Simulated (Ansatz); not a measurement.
LaN (model structure, started from the zincblende type, F-43m, No. 216, 2 atoms in the cell) was calculated with HSE06 in Ansatz (PAW).

Numerical settings: plane-wave cutoff 520 eV, 8×8×8 k mesh, scalar-relativistic PAW data made under PBE.

Computed at the level's own relaxed cell.

Hill averages of the elastic tensor: K = 92.5 GPa, G = 21.6 GPa. Volume 21.857 Å³/atom, mean atomic mass 76.456 u.

Problem. Work out the density, the sound velocities of a polycrystal and the elastic Debye temperature at this level.

Solution. ρ = 1.66054 × 76.456/21.857 = 5.809 g/cm³. v_l = √[(K + 4G/3)/ρ] = 4.570 km/s and v_t = √(G/ρ) = 1.928 km/s. The mean follows from 3/v_m³ = 1/v_l³ + 2/v_t³: v_m = 2.180 km/s. Θ_D = (ħ/k_B) v_m (6π²/V)^(1/3) = 76.38 K Å s/km × 2.180 × 1.3941 Å⁻¹ = 232 K, counting all atoms of the cell.

Note: the relaxation could raise the start's symmetry but not lower it, so the cell can be a saddle point.

A model structure was made by putting elements into a prototype or built by hand; it is no filed structure, need not be a known phase, and can be a saddle point held by its symmetry.

Ansatz is an electronic-structure program.
